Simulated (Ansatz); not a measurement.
An Ansatz (an electronic-structure program) run: GaSe; Ansatz, PBE-D3(BJ), PAW, cutoff 420 eV, no spin-orbit coupling, earlier PAW set.

Input:

Ansatz 0.2 input:
```yaml
crystal:
  lattice:
    - [3.7694300754, 0, 0]
    - [-1.8847150377, 3.2644222031, 0]
    - [0, 0, 15.964174817]
  atoms:
    - { symbol: Ga, position: [0.3333333333, 0.6666666667, 0.1734668454] }
    - { symbol: Ga, position: [0.6666666667, 0.3333333333, 0.6734668454] }
    - { symbol: Ga, position: [0.6666666667, 0.3333333333, 0.8265331546] }
    - { symbol: Ga, position: [0.3333333333, 0.6666666667, 0.3265331546] }
    - { symbol: Se, position: [0.3333333333, 0.6666666667, 0.5996521959] }
    - { symbol: Se, position: [0.6666666667, 0.3333333333, 0.0996521959] }
    - { symbol: Se, position: [0.6666666667, 0.3333333333, 0.4003478041] }
    - { symbol: Se, position: [0.3333333333, 0.6666666667, 0.9003478041] }
basis: { ecutwfc: 420, ecutrho_ratio: 4, xc_grid: 2, fft_grid_basis: typed }
kpoints: { mp_grid: { grid: [10, 10, 2] } }
hamiltonian:
  xc: pbe
  dispersion: d3bj
  pseudopotentials: { azcp: { folder: ./paw }, kind: paw }
scf: { occupations: { method: fermi_dirac, width: 0.05 }, convergence: { dr2_threshold: 0.0000000008 } }
output: { forces: true, stress: true }
checkpoint: { write: state.ck, write_every: 1000 }
```

Output:

```
WARN ansatz: RAYON_NUM_THREADS=2 ignored (pool sized by the plan → 2); use --threads N
Pseudopotentials: kind: paw
Pseudopotential: Ga, paw, valence charge 13
Pseudopotential: Se, paw, valence charge 16
Functional definition: PBE
Crystal: 8 atoms, lattice volume = 196.439 Å³
Basis set: ecut = 420 eV, 3893 PW (Γ), exchange–correlation on 54×54×216 points (8 copies of the dense FFT grid, shifted against one another)
Bands: 66, of which v1, the nominal top of the filled ones, is band 58 counted from 1 (57 counted from 0)
Symmetry: 24 space group operations
Space group: P63/mmc (ITA 194), of the structure as read, at distance tolerance 5.8e-5 Å
k-points: 28 of 200
Initial density: superposition of atomic densities (chi_scale 0.1, normalization cell, long waves kept (reshape's long-wave potential 0.69 eV rms))
Initial wavefunctions: pseudopotential atomic-orbital guess
Eigensolver: davidson
Functional: x = pbe(κ = 0.804, μ = 0.2195149727645171), c = pbe(β = 0.06672455060314922)
SCF iter   1: F=—  HF=-37021.309727 eV  |F-HF|=—  |Δ(HF+E_count)|=         —  Δρ=6.62e-2  dr2=3.05e1  ethr=3.10e-3  ⟨swp⟩=6.0  Hψ=6633  notcnv=0
all-band conjugate gradients solve this SCF's bands
preconditioner: auto → Resta (q_TF=auto, 2.499 Å⁻¹)
SCF iter   2: F=—  HF=-37015.865466 eV  |F-HF|=—  |Δ(HF+E_count)|=    5.44e0  Δρ=2.48e-2  dr2=7.73e-1  ethr=3.10e-3  ⟨swp⟩=4.7  Hψ=3824  notcnv=0  defer=50
SCF iter   3: F=—  HF=-37015.494692 eV  |F-HF|=—  |Δ(HF+E_count)|=   3.71e-1  Δρ=1.55e-2  dr2=3.22e-1  ethr=6.66e-4  ⟨swp⟩=2.0  Hψ=3447  notcnv=0  defer=66
SCF iter   4: F=—  HF=-37015.410416 eV  |F-HF|=—  |Δ(HF+E_count)|=   8.43e-2  Δρ=3.63e-3  dr2=2.70e-2  ethr=2.78e-4  ⟨swp⟩=2.6  Hψ=3047  notcnv=0  defer=66
SCF iter   5: F=—  HF=-37015.406688 eV  |F-HF|=—  |Δ(HF+E_count)|=   3.73e-3  Δρ=1.39e-3  dr2=4.91e-3  ethr=2.33e-5  ⟨swp⟩=2.0  Hψ=3004  notcnv=0  defer=66
SCF iter   6: F=—  HF=-37015.410281 eV  |F-HF|=—  |Δ(HF+E_count)|=   3.59e-3  Δρ=6.55e-4  dr2=6.56e-4  ethr=4.23e-6  ⟨swp⟩=2.0  Hψ=3413  notcnv=0  defer=66
SCF iter   7: F=—  HF=-37015.410325 eV  |F-HF|=—  |Δ(HF+E_count)|=   4.48e-5  Δρ=1.64e-4  dr2=6.88e-5  ethr=5.65e-7  ⟨swp⟩=2.0  Hψ=3407  notcnv=0  defer=66
SCF iter   8: F=—  HF=-37015.410511 eV  |F-HF|=—  |Δ(HF+E_count)|=   1.86e-4  Δρ=4.31e-5  dr2=6.12e-6  ethr=5.93e-8  ⟨swp⟩=2.0  Hψ=2847  notcnv=0  defer=66
SCF iter   9: F=—  HF=-37015.410559 eV  |F-HF|=—  |Δ(HF+E_count)|=   4.78e-5  Δρ=1.09e-5  dr2=2.00e-7  ethr=5.27e-9  ⟨swp⟩=2.6  Hψ=2974  notcnv=0  defer=66
SCF iter  10: F=—  HF=-37015.410560 eV  |F-HF|=—  |Δ(HF+E_count)|=   6.18e-7  Δρ=2.63e-6  dr2=1.64e-8  ethr=1.73e-10  ⟨swp⟩=2.4  Hψ=2667  notcnv=0  defer=66
SCF iter  11: F=-37015.410560 eV  HF=-37015.410560 eV  |F-HF|=8.80e-10  |Δ(HF+E_count)|=   5.38e-8  Δρ=5.12e-7  dr2=3.87e-10  ethr=1.00e-12  ⟨swp⟩=9.4  Hψ=9241  notcnv=0
SCF 1 converged in 11 iterations: F = -37015.410560 eV  dr2 = 3.87e-10
SCF converged after 11 iterations
Free energy (F): -37015.410560 eV
Harris-Foulkes:  -37015.410560 eV  (|F-HF|=8.80e-10)
Internal energy: -37015.410557 eV  (E = F + TS)
E sigma→0 (E₀):  -37015.410559 eV
Entropy (-TS):   -0.000003 eV (-0.000 meV/atom)
Fermi energy:    7.591759 eV
--- Per-component energies (eV) ---
  E_band       = -1888.628300
  E_kinetic    = 888.970794
  E_local      = -17607.725537  (includes V_loc(G=0)·N_el)
  E_nonlocal   = -1791.760942
  E_hartree    = 9790.622951
  E_xc         = -593.695379
  E_vxc        = -585.131089  (∫ρ·V_xc dr)
  E_paw        = -16482.720785  (= ΣΔE_a)
  E_vpaw       = -2374.225149  (= ΣTr[D̂ρ^β])
  E_aug_tail   = -0.002329  (compensation charges beyond the density's cutoff)
  E_ewald      = -11216.775420
  E_disp       = -2.323909  (pairwise vdW)
  E_smearing   = -0.000003  (= −TS)
  E_closure    = 0.000000  (closes the sum)
  Σ components = -37015.410560   (vs F -37015.410560, Δ=0.00e0)
  [band-id]    e_kinetic+e_local+e_nonlocal+2·e_hartree+e_vxc+e_vpaw+e_augmentation_tail = -1888.628350   (vs E_band -1888.628300, Δ=-5.02e-5)
--- Forces (eV/Å), atoms counted from 1 ---
  atom   1  Ga    -0.00000000     0.00000000    -0.00063805
  atom   2  Ga    -0.00000000    -0.00000000    -0.00063805
  atom   3  Ga     0.00000000    -0.00000000     0.00063805
  atom   4  Ga     0.00000000     0.00000000     0.00063805
  atom   5  Se    -0.00000000    -0.00000000    -0.00066981
  atom   6  Se     0.00000000     0.00000000    -0.00066981
  atom   7  Se    -0.00000000     0.00000000     0.00066981
  atom   8  Se    -0.00000000    -0.00000000     0.00066981
  max |Σ_I F_I| component: 7.52e-18 eV/Å
--- Stress (GPa, compression-positive) ---
        0.000835       0.000000       0.000000
        0.000000       0.000835       0.000000
        0.000000       0.000000       0.001245
  P = ⅓ Tr σ = 0.0010 GPa (0.010 kbar)
  The stress holds the Pulay correction. Without it, at fixed plane waves, as pw.x and ABINIT print it: P = -0.0256 GPa
  The stress includes an estimate of the error left by incomplete SCF convergence (largest component -0.0000 GPa).
--- Band table ---
  band table: none
```

Stability against distortions was not tested. The cell is GaSe in the beta-GaS type structure (space group P6_3/mmc, No. 194; layered, stacked along the Cartesian z axis).
